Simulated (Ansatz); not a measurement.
We consider fluorite HfO₂ (high-temperature phase), described by PBE+SOC (Ansatz, a quantum-chemistry and plane-wave program, PAW).

Numerical settings: plane-wave cutoff 520 eV, 8×8×8 k mesh, PAW data made under PBE.

Computed at the level's own relaxed cell.

Hill averages of the elastic tensor: K = 246.5 GPa, G = 109.7 GPa. Volume 11.027 Å³/atom, mean atomic mass 70.163 u.

Problem. Work out the density, the sound velocities of a polycrystal and the elastic Debye temperature at this level.

Solution. ρ = 1.66054 × 70.163/11.027 = 10.566 g/cm³. v_l = √[(K + 4G/3)/ρ] = 6.097 km/s and v_t = √(G/ρ) = 3.222 km/s. The mean follows from 3/v_m³ = 1/v_l³ + 2/v_t³: v_m = 3.602 km/s. Θ_D = (ħ/k_B) v_m (6π²/V)^(1/3) = 76.38 K Å s/km × 3.602 × 1.7512 Å⁻¹ = 482 K, counting all atoms of the cell.

Note: symmetry holds this phase in the static calculation, where it need not be a minimum; held by symmetry at 0 K, a high-temperature phase can be a saddle point.
